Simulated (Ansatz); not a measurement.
Consider the energy change from cell B to cell A (H taken out, in a slab cell with nine atoms a plane). Reaction: cell B → cell A + H (atom). A negative value means that the right-hand side lies lower.

Cell A: a slab of SiC (2H, wurtzite, P6₃mc) cut along (0001), 89 atoms, hexagonal cell of 9.28 Å (74.5 Å²), symmetry P3m1 within 0.02 Å, 10.8 Å thick under 16 Å of vacuum, in-plane vectors held at the crystal's; planes from bottom to top: H8 | Si9C9 | C9 | Si9 | C9 | Si9 | C9 | Si9 | H9, its two faces unlike (dipole correction applied); added, foreign or displaced atoms, above the top plane and below the bottom plane: C bound to 3 Si at 1.85 Å; nine times SiH bound through Si to 3 C at 1.89 Å; eight times CH bound through C to 3 Si at 1.88 Å; spin state with PBE: net moment 1.0 μB a cell, k-point mesh 3×3×1.
```
CELL_PARAMETERS angstrom
      9.27581     0.00000     0.00000
     -4.63790     8.03309     0.00000
      0.00000     0.00000    26.82098
ATOMIC_POSITIONS crystal
  C  0.00000 0.00000 0.34652
  Si 0.11173 0.22347 0.36242
  C  0.11153 0.22306 0.43366
  Si 0.22227 0.11113 0.45706
  C  0.22223 0.11111 0.52798
  Si 0.11111 0.22222 0.55152
  C  0.11110 0.22220 0.62222
  Si 0.00000 0.00000 0.64535
  H  0.00000 0.00000 0.70128
  C  0.99991 0.33360 0.34027
  Si 0.11114 0.55557 0.36263
  C  0.11116 0.55558 0.43330
  Si 0.22254 0.44508 0.45723
  C  0.22230 0.44461 0.52810
  Si 0.11100 0.55550 0.55160
  C  0.11106 0.55553 0.62228
  Si 0.99996 0.33327 0.64536
  H  0.99989 0.33314 0.70130
  H  0.00000 0.33379 0.29906
  C  0.99991 0.66630 0.34027
  Si 0.11173 0.88827 0.36242
  C  0.11153 0.88847 0.43366
  Si 0.22254 0.77746 0.45723
  C  0.22230 0.77770 0.52810
  Si 0.11111 0.88889 0.55152
  C  0.11110 0.88890 0.62222
  Si 0.99996 0.66669 0.64536
  H  0.99989 0.66675 0.70130
  H  0.00000 0.66621 0.29906
  C  0.33370 0.00009 0.34027
  Si 0.44436 0.22218 0.36257
  C  0.44441 0.22220 0.43323
  Si 0.55556 0.11112 0.45707
  C  0.55555 0.11111 0.52797
  Si 0.44447 0.22223 0.55150
  C  0.44444 0.22222 0.62220
  Si 0.33331 0.00004 0.64536
  H  0.33325 0.00011 0.70130
  H  0.33379 0.00000 0.29906
  C  0.33370 0.33360 0.34027
  Si 0.44443 0.55557 0.36263
  C  0.44442 0.55558 0.43330
  Si 0.55556 0.44444 0.45707
  C  0.55555 0.44445 0.52797
  Si 0.44450 0.55550 0.55160
  C  0.44447 0.55553 0.62228
  Si 0.33331 0.33327 0.64536
  H  0.33325 0.33314 0.70130
  H  0.33379 0.33379 0.29906
  C  0.33333 0.66667 0.34044
  Si 0.44443 0.88886 0.36263
  C  0.44442 0.88884 0.43330
  Si 0.55492 0.77746 0.45723
  C  0.55539 0.77770 0.52810
  Si 0.44450 0.88900 0.55160
  C  0.44447 0.88894 0.62228
  Si 0.33333 0.66667 0.64538
  H  0.33333 0.66667 0.70132
  H  0.33333 0.66667 0.29920
  C  0.66640 0.00009 0.34027
  Si 0.77782 0.22218 0.36257
  C  0.77780 0.22220 0.43323
  Si 0.88887 0.11113 0.45706
  C  0.88889 0.11111 0.52798
  Si 0.77777 0.22223 0.55150
  C  0.77778 0.22222 0.62220
  Si 0.66673 0.00004 0.64536
  H  0.66686 0.00011 0.70130
  H  0.66621 0.00000 0.29906
  C  0.66667 0.33333 0.34039
  Si 0.77782 0.55564 0.36257
  C  0.77780 0.55559 0.43323
  Si 0.88888 0.44444 0.45707
  C  0.88889 0.44445 0.52797
  Si 0.77777 0.55553 0.55150
  C  0.77778 0.55556 0.62220
  Si 0.66667 0.33333 0.64532
  H  0.66667 0.33333 0.70126
  H  0.66667 0.33333 0.29916
  C  0.66640 0.66630 0.34027
  Si 0.77653 0.88827 0.36242
  C  0.77694 0.88847 0.43366
  Si 0.88887 0.77773 0.45706
  C  0.88889 0.77777 0.52798
  Si 0.77778 0.88889 0.55152
  C  0.77780 0.88890 0.62222
  Si 0.66673 0.66669 0.64536
  H  0.66686 0.66675 0.70130
  H  0.66621 0.66621 0.29906
```

Cell B: a slab of SiC (2H, wurtzite, P6₃mc) cut along (0001), 90 atoms, hexagonal cell of 9.28 Å (74.5 Å²), symmetry P3m1 within 0.02 Å, 10.8 Å thick under 16 Å of vacuum, in-plane vectors held at the crystal's; planes from bottom to top: H9 | C9 | Si9 | C9 | Si9 | C9 | Si9 | C9 | Si9 | H9, its two faces unlike (dipole correction applied); added, foreign or displaced atoms, above the top plane and below the bottom plane: nine times CH bound through C to 3 Si at 1.88 Å; nine times SiH bound through Si to 3 C at 1.89 Å; spin state with PBE: run without spin, k-point mesh 3×3×1.
```
CELL_PARAMETERS angstrom
      9.27581     0.00000     0.00000
     -4.63790     8.03309     0.00000
      0.00000     0.00000    26.82098
ATOMIC_POSITIONS crystal
  C  0.00000 0.00000 0.34049
  Si 0.11111 0.22222 0.36274
  C  0.11111 0.22222 0.43333
  Si 0.22222 0.11111 0.45716
  C  0.22222 0.11111 0.52800
  Si 0.11111 0.22222 0.55154
  C  0.11111 0.22222 0.62227
  Si 0.00000 0.00000 0.64538
  H  0.00000 0.00000 0.70131
  H  0.00000 0.00000 0.29928
  C  0.00000 0.33333 0.34049
  Si 0.11111 0.55556 0.36274
  C  0.11111 0.55556 0.43333
  Si 0.22222 0.44444 0.45716
  C  0.22222 0.44444 0.52800
  Si 0.11111 0.55556 0.55154
  C  0.11111 0.55556 0.62227
  Si 0.00000 0.33333 0.64538
  H  0.00000 0.33333 0.70131
  H  0.00000 0.33333 0.29928
  C  0.00000 0.66667 0.34049
  Si 0.11111 0.88889 0.36274
  C  0.11111 0.88889 0.43333
  Si 0.22222 0.77778 0.45716
  C  0.22222 0.77778 0.52800
  Si 0.11111 0.88889 0.55154
  C  0.11111 0.88889 0.62227
  Si 0.00000 0.66667 0.64538
  H  0.00000 0.66667 0.70131
  H  0.00000 0.66667 0.29928
  C  0.33333 0.00000 0.34049
  Si 0.44444 0.22222 0.36274
  C  0.44444 0.22222 0.43333
  Si 0.55556 0.11111 0.45716
  C  0.55556 0.11111 0.52800
  Si 0.44444 0.22222 0.55154
  C  0.44444 0.22222 0.62227
  Si 0.33333 0.00000 0.64538
  H  0.33333 0.00000 0.70131
  H  0.33333 0.00000 0.29928
  C  0.33333 0.33333 0.34049
  Si 0.44444 0.55556 0.36274
  C  0.44444 0.55556 0.43333
  Si 0.55556 0.44444 0.45716
  C  0.55556 0.44444 0.52800
  Si 0.44444 0.55556 0.55154
  C  0.44444 0.55556 0.62227
  Si 0.33333 0.33333 0.64538
  H  0.33333 0.33333 0.70131
  H  0.33333 0.33333 0.29928
  C  0.33333 0.66667 0.34049
  Si 0.44444 0.88889 0.36274
  C  0.44444 0.88889 0.43333
  Si 0.55556 0.77778 0.45716
  C  0.55556 0.77778 0.52800
  Si 0.44444 0.88889 0.55154
  C  0.44444 0.88889 0.62227
  Si 0.33333 0.66667 0.64538
  H  0.33333 0.66667 0.70131
  H  0.33333 0.66667 0.29928
  C  0.66667 0.00000 0.34049
  Si 0.77778 0.22222 0.36274
  C  0.77778 0.22222 0.43333
  Si 0.88889 0.11111 0.45716
  C  0.88889 0.11111 0.52800
  Si 0.77778 0.22222 0.55154
  C  0.77778 0.22222 0.62227
  Si 0.66667 0.00000 0.64538
  H  0.66667 0.00000 0.70131
  H  0.66667 0.00000 0.29928
  C  0.66667 0.33333 0.34049
  Si 0.77778 0.55556 0.36274
  C  0.77778 0.55556 0.43333
  Si 0.88889 0.44444 0.45716
  C  0.88889 0.44444 0.52800
  Si 0.77778 0.55556 0.55154
  C  0.77778 0.55556 0.62227
  Si 0.66667 0.33333 0.64538
  H  0.66667 0.33333 0.70131
  H  0.66667 0.33333 0.29928
  C  0.66667 0.66667 0.34049
  Si 0.77778 0.88889 0.36274
  C  0.77778 0.88889 0.43333
  Si 0.88889 0.77778 0.45716
  C  0.88889 0.77778 0.52800
  Si 0.77778 0.88889 0.55154
  C  0.77778 0.88889 0.62227
  Si 0.66667 0.66667 0.64538
  H  0.66667 0.66667 0.70131
  H  0.66667 0.66667 0.29928
```

Reference: an isolated H atom (doublet) in a box of 11 × 11 × 12 Å.

Computed with Ansatz (plane waves, PAW), its default PAW set, cutoff 420 eV. The structures are at rest with PBE, within the held lattices; other levels are single points on them. HSE06 runs on coarser k-point meshes, mended by the PBE difference between the two meshes. Neutral cells; Fermi-Dirac smearing of at most 0.05 eV in the solids, energies taken to zero width. The lattices are those relaxed with PBE, so at other levels the solids can be strained, which adds to the spread. Larger cells are relaxed from a start prepared with the learned potential CHGNet, on a coarser mesh till forces fall under 0.03 eV/Å, which some starts already meet. A dispersion term (D3(BJ), or D4 for r2SCAN) was computed beside these levels and is taken off wherever the name lacks it. The PAW files were made for PBE and serve at the other functionals too. Space groups of crystals are read within 0.01 Å. No zero-point or thermal terms. No structure search was made; lower ones may exist. No search over spin orders was made beyond those shown. Values are for these cell sizes. Cell A has symmetry P3m1 within 0.02 Å and got no random move, so less symmetric positions, which may lie lower, weren't tried. Cell B has symmetry P3m1 within 0.02 Å and got no random move, so less symmetric positions, which may lie lower, weren't tried.

Task: Give the value at the level PBE.

Result: 4.35 eV, for cell B → cell A + H (atom).

Task: List the value at the remaining levels and say how far they part.

Result: 
| Functional | value (eV) | less PBE |
|---|---|---|
| HSE06 | 4.43 | 0.08 |

The levels shown span 0.08 eV, from PBE (4.35) to HSE06 (4.43).

Ansatz is a program for electronic structure.
